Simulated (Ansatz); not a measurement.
## WC: response to strain

Start from WC (space group P-6m2, No. 187; a = 2.922 Å, c = 2.846 Å; relaxed with 0.1 eV smearing).

Strains are applied to the cell and any free atomic positions relax.

The values are results of PBE, PAW, 420 eV (Ansatz, a program for electronic structure; no SOC), not measurements.

Notes on the quantities. energy relative to the base: free energy F; pressure: mean of the normal stresses, compression positive.

| variant | energy relative to the base | shortest interatomic distance | pressure |
|---|---|---|---|
| base | 0 meV/atom | 2.207 Å | 0.0 GPa |
| isotropic strain −3.00 % | +113 meV/atom | 2.141 Å | 42.8 GPa |
| isotropic strain −2.50 % | +77 meV/atom | 2.152 Å | 34.4 GPa |
| isotropic strain −2.00 % | ? | 2.163 Å | 26.6 GPa |
| isotropic strain −1.50 % | +27 meV/atom | 2.174 Å | 19.3 GPa |
| isotropic strain −1.00 % | ? | 2.185 Å | 12.4 GPa |
| isotropic strain −0.50 % | ? | 2.196 Å | 6.0 GPa |
| isotropic strain +1.50 % | ? | 2.240 Å | -15.7 GPa |
| isotropic strain +2.00 % | +43 meV/atom | 2.251 Å | -20.2 GPa |
| isotropic strain +3.00 % | +93 meV/atom | 2.274 Å | -28.3 GPa |

### Question
What belongs in the blanks?

### Answer

- isotropic strain −2.00 %, energy relative to the base: +49 meV/atom
- isotropic strain −1.00 %, energy relative to the base: +12 meV/atom
- isotropic strain −0.50 %, energy relative to the base: +2.9 meV/atom
- isotropic strain +1.50 %, energy relative to the base: +24 meV/atom

Stability against distortions was not tested. The final runs are not spin-polarised.
